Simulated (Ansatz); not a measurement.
## PtSb2: pressure 0.3 GPa

The reference is PtSb2 (space group Pa-3, No. 205; a = 6.463 Å).

Now apply this change: a hydrostatic pressure of 0.3 GPa.

Level of theory: PBEsol, PAW, 420 eV (Ansatz, a program for electronic structure; spin-orbit coupling left out). k-mesh 6×6×6 (Γ-centred); smearing 0.05 eV (Fermi–Dirac).

```json
[
 {"quantity": "volume per atom", "base": "22.50 Å³", "changed": "22.44 Å³", "shift": "-0.06 Å³"},
 {"quantity": "density", "base": "10.79 g/cm³", "changed": "10.82 g/cm³", "shift": "+0.03 g/cm³"},
 {"quantity": "shortest interatomic distance", "base": "2.679 Å", "changed": "2.676 Å", "shift": "-0.0022 Å"},
 {"quantity": "enthalpy H = E + PV relative to the base's energy", "base": "–", "changed": "+0.04 eV/atom", "shift": "–"},
 {"quantity": "band gap", "base": "zero", "changed": "zero", "shift": "–"}
]
```

With Pt and Sb present, leaving out spin-orbit coupling can change the band edges. Load acts through the strain it causes; cell and atoms are relaxed under it. No phonon test of stability was made. All final runs are without spin polarisation. A zero or small gap of PtSb2 can be the functional's error rather than a property of the material.
